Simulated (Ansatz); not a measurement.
# ZnSe, response to strain

Base system: ZnSe in the zinc blende structure (space group F-43m, No. 216; a = 5.666 Å). Axes: x, y, z lie along the cube axes.

Strains are applied to the cell and any free atomic positions relax; under biaxial strain the out-of-plane vector relaxes too.

Calculations: plane-wave PAW DFT at the r2SCAN level (Ansatz, an electronic-structure program, 500 eV), no SOC.

Candidates:
(a) biaxial strain −2.00 %, plane normal [001], relaxed out of plane
(b) biaxial strain −2.50 %, plane normal [001], relaxed out of plane
(c) biaxial strain −1.50 %, plane normal [001], relaxed out of plane

Q: Order them by out-of-plane strain, lowest first.

A: (c) biaxial strain −1.50 %, plane normal [001], relaxed out of plane (+1.72 %), (a) biaxial strain −2.00 %, plane normal [001], relaxed out of plane (+2.30 %), (b) biaxial strain −2.50 %, plane normal [001], relaxed out of plane (+2.87 %)

Whether these cells are dynamically stable was not tested.
